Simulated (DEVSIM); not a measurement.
System: Schottky contact on n-type Si, at 300 K.

```csv
layer (left to right),material,thickness (μm),Nd (cm⁻³),τn (s),τp (s)
1,Si,5.30,2.7e15,0.0005,0.0005
2,Si,16.0,6.7e17,0.0005,0.0005
```

Left contact: Schottky, work function 4.9 eV, emission velocity 8.8e6 cm/s. Right contact: ohmic. Voltage is applied to the left contact. Recombination: SRH at mid-gap. Gap narrowing is on: ΔEg = 6.92 meV × (l + √(l² + 0.5)), l = ln(N/1.3e17 cm⁻³), shared equally by both band edges. Mobility is μmin + (μ − μmin)/(1 + (N/Nref)^α).

The device is made up for the run: typed textbook-type constants, with dimensions and the other settings drawn at random. Values at 300 K. The table also holds parameters that only a changed run uses.

```csv
parameter,Si
gap (eV),1.124
affinity (eV),4.05
permittivity,11.7
Nc (cm⁻³),2.86e19
Nv (cm⁻³),3.1e19
μn (cm²/Vs),1417
μp (cm²/Vs),470
"μn,min",52
"μp,min",45
"Nref,n",9.7e16
"Nref,p",2.2e17
αn,0.68
αp,0.72
Cn (cm⁶/s),2.8e-31
Cp (cm⁶/s),9.9e-32
```

DEVSIM, 1D drift-diffusion, Boltzmann statistics, complete ionisation; no tunnelling, impact ionisation, image-force lowering or self-heating. Metal contacts follow the ideal Schottky-Mott rule: no Fermi-level pinning, no interface dipoles.

Base results: dark forward voltage at 100 A/cm² (V) 0.624; dark forward voltage at 1 A/cm² (V) 0.411; potential step across the device at zero bias (V) 0.741.

Q: What follows from this one change: doping Nd of layer 2 6.7e+17 → 2e+18 cm^-3?

A: dark forward voltage at 100 A/cm² little changed (0.621 V); dark forward voltage at 1 A/cm² little changed (0.411 V); potential step across the device at zero bias 0.741 → 0.762 V.

Q: What follows from this one change: metal work function 4.9 → 4.95 eV?

A: dark forward voltage at 100 A/cm² 0.624 → 0.656 V; dark forward voltage at 1 A/cm² 0.411 → 0.460 V; potential step across the device at zero bias 0.741 → 0.791 V.

Q: What follows from this one change: constant mobility in place of the doping-dependent one?

A: dark forward voltage at 100 A/cm² 0.624 → 0.614 V; dark forward voltage at 1 A/cm² little changed (0.410 V); potential step across the device at zero bias little changed (0.741 V).
